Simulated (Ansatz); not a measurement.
## How far PBE and r2SCAN part for Ru, isotropic strain +1.72 %

Start from Ru in the hcp (Mg type) structure (space group P6_3/mmc, No. 194; a = 2.722 Å, c = 4.294 Å; relaxed with 0.1 eV smearing).

(Cell as relaxed with PBE.)

Levels (all Ansatz, a first-principles code, PAW, earlier PAW set): PBE (420 eV, scalar-relativistic without spin-orbit coupling); r2SCAN (500 eV, no spin-orbit coupling).

Each level relaxes its own structure.

| base | PBE | r2SCAN |
|---|---|---|
| volume per atom | 13.77 Å³ | 13.52 Å³ |
| lattice parameter a | 2.722 Å | 2.706 Å |
| band gap | zero | zero |

It is then changed as follows: an isotropic linear strain of +1.72 %; the atoms relax in the strained cell.

```tsv
quantity	PBE	r2SCAN
energy relative to the base (free energy F)	+33 meV/atom	+36 meV/atom
pressure (mean of the normal stresses, compression positive)	-14.1 GPa	-15.3 GPa
band gap	zero	zero
```

PBE's energy relative to the base lies 2.2 meV/atom below r2SCAN's; PBE's pressure lies 1.2 GPa above r2SCAN's; the two agree on the band gap. Neither level is exact; r2SCAN is the comparison here, not a measurement.

Stability against distortions was not tested. The final runs are not spin-polarised.
